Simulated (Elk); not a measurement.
## Input and output of a self-consistent single point for BaMg3 (Pmm2, 4 atoms in the cell) (Elk)

Method of the run: LDA (PW92), all-electron FP-LAPW, Elk's shipped species files, APW+lo basis with extra local orbitals (Elk).

The input file:

```
tasks
  0

rgkmax
  8.0

gmaxvr
  16.0

nxlo
  2

lorbcnd
  .true.

lmaxi
  3

stype
  0

swidth
  0.00367493

maxscl
  100

scale
  1.889726125

avec
    3.6334000000    0.0000000000    0.0000000000
    0.0000000000    5.1998160000    0.0000000000
    0.0000000000    0.0000000000    6.7172830000

atoms
  2
  'Ba.in'
  1
  0.0000000000  0.0000000000  0.1593400000    0.0 0.0 0.0
  'Mg.in'
  3
  0.5000000000  0.0000000000  0.6590000000    0.0 0.0 0.0
  0.5000000000  0.5000000000  0.4054500000    0.0 0.0 0.0
  0.0000000000  0.5000000000  0.7762000000    0.0 0.0 0.0

ngridk
  7 5 4
```

Log, with long lists cut:

```
│ Elk code version 10.2.4 │

All units are atomic (Hartree, Bohr, etc.)

│ Ground-state run starting from atomic densities │

Lattice vectors :
   6.866130903       0.000000000       0.000000000
   0.000000000       9.826228140       0.000000000
   0.000000000       0.000000000       12.69382517

Unit cell volume      :    856.4291382
Brillouin zone volume :   0.2896330851

Muffin-tin inner radius fraction :   0.1000000000E-01

Nuclei treated as point charges

Species :    1 (Ba)
 parameters loaded from : Ba.in
 name : barium
 nuclear charge    :   -56.00000000
 electronic charge :    56.00000000
 atomic mass :    250331.8069
 muffin-tin radius :    2.800000000
 number of radial points in muffin-tin :    697
 atomic positions (lattice), magnetic fields (Cartesian) :
   1 :   0.00000000  0.00000000  0.00000000    0.00000000  0.00000000  0.00000000

Species :    2 (Mg)
 parameters loaded from : Mg.in
 name : magnesium
 nuclear charge    :   -12.00000000
 electronic charge :    12.00000000
 atomic mass :    44305.30462
 muffin-tin radius :    2.200000000
 number of radial points in muffin-tin :    397
 atomic positions (lattice), magnetic fields (Cartesian) :
   1 :   0.50000000  0.00000000  0.49966000    0.00000000  0.00000000  0.00000000
   2 :   0.50000000  0.50000000  0.24611000    0.00000000  0.00000000  0.00000000
   3 :   0.00000000  0.50000000  0.61686000    0.00000000  0.00000000  0.00000000

Total number of atoms per unit cell :    4

Spin treatment :
 spin-unpolarised

Number of Bravais lattice symmetries :    8
Number of crystal symmetries         :    4
Crystal has no inversion symmetry
Complex Hermitian eigensolver will be used

k-point grid :      7     5     4
k-point offset :    0.000000000       0.000000000       0.000000000
k-point set is reduced with full crystal symmetry group
Total number of k-points :       48

Muffin-tin radius times maximum |G+k| :    8.000000000
 using average radius
Maximum |G+k| for APW functions       :    3.404255319
Maximum (1/2)|G+k|²                   :    5.794477139
Maximum |G| for potential and density :    16.00000000
 potential will be trimmed for |G| > 2 gkmax
Constant for pseudocharge density :   11
Radial integration step length :    4

G-vector grid sizes :     35    54    70
Number of G-vectors :    59197

Maximum angular momentum used for
 APW functions                      :    8
 outer part of muffin-tin           :    6
 inner part of muffin-tin           :    3

Total nuclear charge    :   -92.00000000
Total core charge       :    42.00000000
Total valence charge    :    50.00000000
Total excess charge     :    0.000000000
Total electronic charge :    92.00000000

Effective Wigner radius, rₛ :    1.304983436

Number of empty states         :   16
Total number of valence states :   41
Total number of core states    :   42

Conduction state local-orbitals added automatically
Total number of local-orbitals :  290

Exchange-correlation functional :      3     0     0
 Perdew-Wang/Ceperley-Alder, Phys. Rev. B 45, 13244 (1992)
 gradient requirement :    0
 local density approximation (LDA)

Smearing type :    0
 Gaussian
Smearing width :   0.3674930000E-02
Effective electronic temperature (K) :    1160.451112

Mixing type :    3
 Broyden mixing, J. Phys. A: Math. Gen. 17, L317 (1984)

Kohn-Sham potential initialised from atomic data

│ Self-consistent loop started │
│ Loop number : 1 │
 total energy                :     -8739.90918763
│ Loop number : 2 │
 total energy                :     -8739.62670998
RMS change in Kohn-Sham potential (target) :   0.5916407666E-01 (  0.1000000000E-05)
Absolute change in total energy (target)   :   0.2824776430     (  0.1000000000E-03)
│ Loop number : 3 │
 total energy                :     -8738.70579018
RMS change in Kohn-Sham potential (target) :   0.5095290562E-01 (  0.1000000000E-05)
Absolute change in total energy (target)   :   0.9915392206     (  0.1000000000E-03)
│ Loop number : 4 │
 total energy                :     -8737.66030430
RMS change in Kohn-Sham potential (target) :   0.4314591595E-01 (  0.1000000000E-05)
Absolute change in total energy (target)   :    1.293370682     (  0.1000000000E-03)
│ Loop number : 5 │
 total energy                :     -8735.36744870
RMS change in Kohn-Sham potential (target) :   0.2732827569E-01 (  0.1000000000E-05)
Absolute change in total energy (target)   :    2.616198265     (  0.1000000000E-03)
│ Loop number : 6 │
 total energy                :     -8733.12020841
RMS change in Kohn-Sham potential (target) :   0.1126920246E-01 (  0.1000000000E-05)
Absolute change in total energy (target)   :    2.901289855     (  0.1000000000E-03)
│ Loop number : 7 │
 total energy                :     -8731.75372523
RMS change in Kohn-Sham potential (target) :   0.1030498816E-02 (  0.1000000000E-05)
Absolute change in total energy (target)   :    2.091805646     (  0.1000000000E-03)
│ Loop number : 8 │
 total energy                :     -8731.65260241
RMS change in Kohn-Sham potential (target) :   0.1983059446E-03 (  0.1000000000E-05)
Absolute change in total energy (target)   :   0.6240742299     (  0.1000000000E-03)
│ Loop number : 9 │
 total energy                :     -8731.65987640
RMS change in Kohn-Sham potential (target) :   0.1106292632E-03 (  0.1000000000E-05)
Absolute change in total energy (target)   :   0.1487445722     (  0.1000000000E-03)
│ Loop number : 10 │
 total energy                :     -8731.67046214
RMS change in Kohn-Sham potential (target) :   0.4740841745E-04 (  0.1000000000E-05)
Absolute change in total energy (target)   :   0.2660040700E-01 (  0.1000000000E-03)
│ Loop number : 11 │
 total energy                :     -8731.67388520
RMS change in Kohn-Sham potential (target) :   0.1417616767E-04 (  0.1000000000E-05)
Absolute change in total energy (target)   :   0.3227035608E-02 (  0.1000000000E-03)
│ Loop number : 12 │
 total energy                :     -8731.67426931
RMS change in Kohn-Sham potential (target) :   0.6168919844E-05 (  0.1000000000E-05)
Absolute change in total energy (target)   :   0.4226495275E-03 (  0.1000000000E-03)
│ Loop number : 13 │
 total energy                :     -8731.67392330
RMS change in Kohn-Sham potential (target) :   0.2005126049E-05 (  0.1000000000E-05)
Absolute change in total energy (target)   :   0.4516754962E-03 (  0.1000000000E-03)
│ Loop number : 14 │
 total energy                :     -8731.67396930
RMS change in Kohn-Sham potential (target) :   0.3681781900E-06 (  0.1000000000E-05)
Absolute change in total energy (target)   :   0.6691362069E-04 (  0.1000000000E-03)
Convergence targets achieved

│ Loop number : 15 │

Energies :
 Fermi                       :     0.148566069855
 sum of eigenvalues          :     -5327.78059324
 electron kinetic            :      9277.67118152
 core electron kinetic       :      8815.18436396
 Coulomb                     :     -17770.5563802
 Coulomb potential           :     -14288.9754827
 nuclear-nuclear             :     -592.267514346
 electron-nuclear            :     -20067.6022490
 Hartree                     :      2889.31338317
 Madelung                    :     -10626.0686389
 xc potential                :     -316.476292064
 exchange                    :     -230.681500260
 correlation                 :     -8.10724754035
 total energy                :     -8731.67394649

Density of states at Fermi energy :    80.93447902
 (states/Hartree/unit cell)

Estimated indirect band gap :   0.1241034201E-02
 from k-point     40 to k-point     27
Estimated direct band gap   :   0.7990193642E-02
 at k-point     27

Charges :
 core                        :    42.00000000
 valence                     :    50.00000000
 interstitial                :    6.851260702
 muffin-tins (core leakage)
  species :    1 (Ba)
   atom    1                 :    53.73899892     (  0.5449235580E-05)
  species :    2 (Mg)
   atom    1                 :    10.46124891     (  0.1332267630E-14)
   atom    2                 :    10.49631147     (  0.6661338148E-15)
   atom    3                 :    10.45218000     (   0.000000000    )
 total in muffin-tins        :    85.14873930
 total calculated charge     :    91.98190254
 total charge                :    92.00000000
 error                       :   0.1809746449E-01

│ Self-consistent loop stopped │
```

The run converged in 15 iterations. The count includes the last loop, which Elk runs after its targets are met.

The starting cell comes from a database of computed structures (which also holds hypothetical and non-ambient phases and stackings), without a prior relaxation at this level. Its lattice was rescaled by a random factor within 2.5 % of one. Values depend on the basis (sphere radii, cutoffs, local orbitals), which need not be converged. The log's line on a gap gives a spacing of levels on this mesh, which the program prints for metals too.

Cost on one core of a shared machine: roughly 3 min.
